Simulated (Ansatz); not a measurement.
The starting structures come from a database of crystals and need not be the phases stable at ambient conditions.

By PBEsol, the system below comes out a metal.

A figure of merit of an interconnect metal is its ballistic conductance per area.

Given:

```
CELL_PARAMETERS angstrom
      4.31162     0.00000     0.00000
      0.00000    10.56568     0.00000
      2.15581     3.52189     1.24466
ATOMIC_POSITIONS crystal
  Sn 0.00000 0.00000 0.00000
  Sb 0.00000 0.50000 0.00000
```

Space group of this cell: R-3m, rock salt. The cell was relaxed by PBE-D3(BJ).

The current flows along the normal of the first two printed cell vectors, the (100) plane of the conventional cell. No spin-orbit coupling; the value is a mean over 0.1 eV about the Fermi level.

Q: Predict the ballistic conductance per area from PBEsol in Ansatz (a first-principles code).

A: 0.87 × 10¹⁵ S/m² for both spins.
